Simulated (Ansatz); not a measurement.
Base system: TiTe₂ in the CdI2 type structure (space group P-3m1, No. 164; layered, stacked along the Cartesian z axis).

```
CELL_PARAMETERS angstrom
      3.69732     0.00000     0.00000
     -1.84866     3.20197     0.00000
      0.00000     0.00000     6.38398
ATOMIC_POSITIONS crystal
  Ti 0.00000 0.00000 0.00000
  Te 0.33333 0.66667 0.27110
  Te 0.66667 0.33333 0.72890
```

The values are results of DFT with PBE-D3(BJ), PAW potentials and a 420 eV plane-wave cutoff in Ansatz (an electronic-structure program), scalar-relativistic without spin-orbit coupling, not measurements.

Base values:

```
Property                 Result
-------------------  ----------
c/a ratio                 1.727
Lattice parameter a  6.987 bohr
```

Perturbation: cell and atoms relaxed at a pressure of 1.5 GPa.

### Question
What happens to the c/a ratio?

### Answer
The c/a ratio falls by 0.008 (1.727 → 1.719).

### Question
How does this affect the lattice parameter a?

### Answer
The lattice parameter a falls by 0.066 bohr, from 6.987 bohr to 6.921 bohr.

Load acts through the strain it causes; cell and atoms are relaxed under it. Whether these cells are dynamically stable was not tested. The final runs are not spin-polarised.
